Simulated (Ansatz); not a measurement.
# A computed series for AlHO2: pressure series

The parent structure is AlHO₂ (space group Pnnm, No. 58; a = 4.160 Å, b = 4.694 Å, c = 2.840 Å; a cell from a computed database, its experimental status unchecked).

Cell and atoms are relaxed at each pressure.

The values are results of plane-wave PAW DFT at the PBEsol level (Ansatz, a first-principles code, 420 eV), without spin-orbit coupling, not measurements.

| case | band gap | width of the top valence band | shortest interatomic distance |
|---|---|---|---|
| base | 6.08 eV | 1.18 eV | 1.210 Å |
| pressure −2 GPa | 5.97 eV | 1.16 eV | 1.212 Å |
| pressure −1 GPa | 6.03 eV | 1.17 eV | 1.211 Å |
| pressure 0.3 GPa | 6.10 eV | 1.18 eV | 1.210 Å |
| pressure 0.7 GPa | 6.12 eV | 1.19 eV | 1.209 Å |
| pressure 1.5 GPa | 6.16 eV | 1.19 eV | 1.208 Å |
| pressure 3 GPa | 6.24 eV | 1.21 eV | 1.207 Å |
| pressure 5 GPa | 6.35 eV | 1.23 eV | 1.205 Å |
| pressure 7.5 GPa | 6.48 eV | 1.25 eV | 1.203 Å |
| pressure 10 GPa | 6.60 eV | 1.27 eV | 1.200 Å |

Load acts through the strain it causes; cell and atoms are relaxed under it. No phonon test of stability was made. Competing high-pressure phases were not computed.
